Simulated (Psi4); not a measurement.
Psi4 1.11, PBE0/def2-svp, scf_type pk: CB(C)C#C[SiH3], 15 atoms. The geometry is a generated start, not checked to be a minimum at this level.

* **task**: energy
* **method**: pbe0
* **basis**: def2-svp
* **memory**: 7 GB
* **e_convergence**: 1e-08
* **d_convergence**: 1e-07
* **guess**: auto, which took SAD (default)
* **diis_max_vecs**: 10 (default)
* **scf_initial_accelerator**: adiis (default)
* **dft_radial_points**: 75 (default)
* **dft_spherical_points**: 302 (default)
* **basis functions**: 133
* **grid points**: 320938

```xyz
15

Si     3.1136    -1.3774     0.5925
C      1.4692    -0.5860     0.3096
C      0.3735    -0.0980     0.1125
B     -0.9968     0.4712    -0.1470
C     -2.2663    -0.4017     0.2042
C     -1.1213     1.8929    -0.8264
H      3.3875    -1.3638     2.0324
H      4.1438    -0.6253    -0.1298
H      3.0347    -2.7530     0.0895
H     -3.1567     0.1904     0.4033
H     -2.4909    -1.0304    -0.6591
H     -2.1066    -1.0769     1.0431
H     -0.5470     2.6418    -0.2820
H     -2.1431     2.2527    -0.9142
H     -0.6934     1.8638    -1.8285
```
Charge 0, spin multiplicity 1.

The reference run uses exact four-centre integrals (scf_type = pk). Single runs; times are not shown.

Settings tried, all else as in the reference:
- scf_type = cd, cholesky_tolerance = 0.001
- scf_type = dfdirj+cosx, cosx_radial_points_final = 50, cosx_spherical_points_final = 194
- scf_type = cd, cholesky_tolerance = 1e-05
- scf_type = dfdirj+cosx
- scf_type = dfdirj+cosx, cosx_radial_points_final = 75, cosx_spherical_points_final = 302
- scf_type = mem_df
- scf_type = cd, cholesky_tolerance = 0.01
- scf_type = dfdirj+cosx, cosx_radial_points_final = 25, cosx_spherical_points_final = 50
- scf_type = cd, cholesky_tolerance = 0.0001 (default)
- scf_type = dfdirj+snlink
- scf_type = cd, cholesky_tolerance = 1e-06
- scf_type = dfdirj+link

Question: Which settings reproduce the reference to 1.0 meV/atom in energy?

Answer: Within it: scf_type = cd, cholesky_tolerance = 1e-06; scf_type = cd, cholesky_tolerance = 1e-05; scf_type = mem_df; scf_type = dfdirj+cosx, cosx_radial_points_final = 75, cosx_spherical_points_final = 302; scf_type = dfdirj+cosx, cosx_radial_points_final = 50, cosx_spherical_points_final = 194; scf_type = dfdirj+link; scf_type = dfdirj+cosx; scf_type = dfdirj+snlink. At the edge (between 0.75 and 1.33 times the tolerance): scf_type = cd, cholesky_tolerance = 0.0001 (default). Outside: scf_type = dfdirj+cosx, cosx_radial_points_final = 25, cosx_spherical_points_final = 50; scf_type = cd, cholesky_tolerance = 0.01; scf_type = cd, cholesky_tolerance = 0.001.

```tsv
setting	energy against the reference
scf_type = cd, cholesky_tolerance = 1e-06	−0.0084 meV/atom
scf_type = cd, cholesky_tolerance = 1e-05	−0.092 meV/atom
scf_type = mem_df	−0.15 meV/atom
scf_type = dfdirj+cosx, cosx_radial_points_final = 75, cosx_spherical_points_final = 302	−0.22 meV/atom
scf_type = dfdirj+cosx, cosx_radial_points_final = 50, cosx_spherical_points_final = 194	−0.22 meV/atom
scf_type = dfdirj+link	−0.23 meV/atom
scf_type = dfdirj+cosx	−0.23 meV/atom
scf_type = dfdirj+snlink	−0.23 meV/atom
scf_type = cd, cholesky_tolerance = 0.0001 (default)	−0.95 meV/atom
scf_type = dfdirj+cosx, cosx_radial_points_final = 25, cosx_spherical_points_final = 50	+4.6 meV/atom
scf_type = cd, cholesky_tolerance = 0.01	+4.9 meV/atom
scf_type = cd, cholesky_tolerance = 0.001	−5.1 meV/atom
```

Total energies are compared; such shifts often cancel in part in energy differences. The DFDIRJ builders fit J, which adds its shift to that of exchange. Psi4 runs the final COSX grid once, on the density of the start grid. Also tried and not ranked: scf_type = direct (same energy as a listed run). The tolerance is a choice made for this comparison.
